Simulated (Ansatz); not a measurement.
Base system: GaAs in the zinc blende structure (space group F-43m, No. 216; a = 5.659 Å). Axes: x, y, z lie along the cube axes.

Modification: compressive biaxial strain of 1.02 % in the plane normal to [001], as in epitaxy on a mismatched substrate; the out-of-plane cell vector and the atoms relax.

Levels (all Ansatz, a quantum-chemistry and plane-wave program, PAW, earlier PAW set): PBEsol (420 eV, no spin-orbit coupling); r2SCAN (500 eV, without spin-orbit coupling); HSE06 (420 eV, without spin-orbit coupling); PBEsol+SOC (420 eV, noncollinear with spin-orbit coupling); HSE06+SOC (420 eV, spin-orbit coupling included).

At the geometry relaxed with PBEsol, these levels gave the following band gaps, in shuffled order: (a) 1.32 eV, (b) 0.47 eV, (c) 1.44 eV, (d) 0.36 eV, (e) 1.04 eV.

Task: Match each gap to its level.

Result: (a) HSE06+SOC; (b) PBEsol; (c) HSE06; (d) PBEsol+SOC; (e) r2SCAN.

Single points use the geometry relaxed with PBEsol. The spin-orbit shifts are approximate. Stability against distortions was not tested.
